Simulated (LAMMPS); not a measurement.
LAMMPS 22 Jul 2025, classical MD, Tersoff (Ge.tersoff): Ge, 8000 atoms.

```text
units metal
atom_style atomic
read_data unit.data
replicate 10 10 10
pair_style tersoff
pair_coeff * * Ge.tersoff Ge
change_box all z delta 0.0 $(2*lz) units box
velocity all create 1600 4928 dist gaussian loop geom
fix 1 all nve
fix 2 all langevin 800 800 0.04 9876 zero yes
timestep 0.001
thermo 100
run 300
reset_timestep 0
write_restart start.rst
```

```text
read_restart start.rst
pair_style tersoff
pair_coeff * * Ge.tersoff Ge
neighbor 2.0 bin
neigh_modify every 1 delay 0 check yes
fix 1 all nve
timestep 0.001
thermo_style custom step temp pe etotal press
thermo_modify format float %.10g
thermo 100
group probe id 1:48
dump probe probe custom 1000000 forces.txt id fx fy fz
dump_modify probe sort id format float %.8g
run 4000
```

box: 56.6 × 56.6 × 169.7 Å, the slab in its lowest third along z, the rest vacuum.

start: generated diamond lattice, warmed in an untimed run.

Compared values: energy and forces of the first step, drift over the run.

Hardware: Arm Neoverse V2, 96 cores on 1 socket, no SMT, 1 L3 cache group.

Each time is the median wall time of two to five repeats, run one at a time on the otherwise empty machine; start-up is included. Unless noted, each process is bound to its own block of adjacent cores. The build: PyPI wheel: MPICH, OPENMP and OPT packages; another build can shift the numbers. Scratch files lie in a memory file system. A preparatory run goes ahead and isn't timed.

Started as
```bash
# ahead of the timed run: OMP_NUM_THREADS=1 mpirun -np 48 lmp -in in.warm -log none -nocite
OMP_NUM_THREADS=1 mpirun -np 64 lmp -in in.lmp -log log.lammps -nocite
```
(64 ranks, balance = none (default)) it takes 2.3 s and 35 neighbour list builds.

**Question.** How long does it take after this change: balance = fix b all balance 200 1.1 shift xyz 10 1.05?

**Answer.** About 1.0 s (3 runs within 1 %): 2.3× as fast. The largest move is in other (Other): 1.2 s to 0.041 s. The slowest rank's pair time is 3.25 times the mean in the first run and 1.05 times in the second; the others wait. Neighbour list builds go from 35 to 40. Change in the result: energy equal as printed, forces on 48 atoms equal as printed, drift of the total energy equal as printed.
